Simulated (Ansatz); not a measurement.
Ansatz (a quantum-chemistry and plane-wave program) run on MgB₂ (P6mm, 3 atoms in the cell): relaxation of the atoms.

Method: PBEsol, default PAW files made with PBE (plane waves; Ansatz).

The change in words: one atom moved by 0.15 angstrom; relax: default → atoms; relax.f_tol: default → 0.2 eV/Å. Reference geometry:
```
MgB2
1.0
    1.55272    -2.68940     0.00000
    1.55272     2.68940     0.00000
    0.00000     0.00000     3.53760
Mg B
1 2
Cartesian
  0.00000   0.00000   0.00000
  1.55272   0.89647   1.76880
  1.55272  -0.89647   1.76880
```

Reference input (self-consistent single point, DFT, PBEsol, plane waves, default PAW files made with PBE): basis.ecutwfc = 420 eV; kpoints.mp_grid.grid = 12 12 9; hamiltonian.xc = pbesol; hamiltonian.pseudopotentials = {kind: paw} (the program's default PAW files); scf.occupations.method = fermi_dirac; scf.occupations.width = 0.1 eV. This run's input differs from it in these lines:

Ansatz 0.2 input:
```diff
@@ -7,5 +7,5 @@
   atoms:
-    - { symbol: Mg, position_ang: [0.000000, 0.000000, 0.000000] }
-    - { symbol: B, position_ang: [1.552725, 0.896466, 1.768800] }
-    - { symbol: B, position_ang: [1.552725, -0.896466, 1.768800] }
+    - { symbol: Mg, position_ang: [0.000000, 0.000000, 0.150001] }
+    - { symbol: B, position_ang: [1.552725, 0.896468, 1.768800] }
+    - { symbol: B, position_ang: [1.552725, -0.896468, 1.768800] }
 basis:
@@ -23,2 +23,4 @@
     width: 0.1
+relax:
+  f_tol: 0.2
 output:
```

Output (repeated stretches shortened):

```
   [... SCF lines of the steps left out ...]
relax step   1: F+E_penalty+E_count = -2217.71364327 eV  Δ(F+E_penalty+E_count) = +0.000e0 eV  max|allowed force component| = 9.210e-1 eV/Å  Δτ_max = 0.0000 Å  (6 SCF iters, dr2 threshold 1.00e-4 eV, accepted)
relax step   2: F+E_penalty+E_count = -2217.76100867 eV  Δ(F+E_penalty+E_count) = -4.737e-2 eV  max|allowed force component| = 5.100e-1 eV/Å  Δτ_max = 0.0442 Å  (4 SCF iters, dr2 threshold 5.30e-5 eV, accepted)
relax step   3: F+E_penalty+E_count = -2217.78232091 eV  Δ(F+E_penalty+E_count) = -2.131e-2 eV  max|allowed force component| = 4.905e-3 eV/Å  Δτ_max = 0.0553 Å  (5 SCF iters, accepted)
the relaxation is at rest under the 12 symmetry operations that the run kept from its start: a minimum is not shown …
Stability not checked: this state was not tested for a lower state beside it, because too few of the mixer's solves of this state at the end of the SCF gave a …
Free energy (F): -2217.782321 eV
Internal energy: -2217.761462 eV  (E = F + TS)
E sigma→0 (E₀):  -2217.771892 eV
Entropy (-TS):   -0.020859 eV (-6.953 meV/atom)
Fermi energy:    8.942953 eV
--- Forces (eV/Å), atoms counted from 1 ---
  atom   1  Mg     0.00000000     0.00000000    -0.00489540
   [... lines left out ...]
  F+E_penalty+E_count = -2217.78232091 eV   max|allowed force component| = 4.905e-3 eV/Å
  atoms:
    - { symbol: Mg, position: [1.079126120216024e-34, -1.1440577490648524e-35, 0.0142873187247669] }
    - { symbol: B, position: [0.33333333333333326, 0.6666666666666665, 0.5140572960876391] }
    - { symbol: B, position: [0.6666666666666665, 0.33333333333333326, 0.5140572960876391] }
```

The run converged.  The full log also holds: “iter 5 did not close the SCF: its close was put off for the readings that it lacked (scf_convergence_deferred on its scf_iter line)”.

Summary of the result:
- Free energy E − TS (on the zero of these files) = -2217.7823 eV
- Fermi level (on the code's own zero) = 8.94 eV
- Pressure = -5.65 GPa
- Largest force (vector length) = 0.005 eV/Å
- Relaxation steps = 3

The starting cell has typed, rounded lattice constants, without a prior relaxation at this level. Its lattice was rescaled by up to half a per cent. For this run, on top of that: one atom moved by 0.15 angstrom. The relaxation keeps the symmetry of its start, so its end need not be a minimum. Ansatz's pressure includes its estimate of the finite-basis (Pulay) stress.
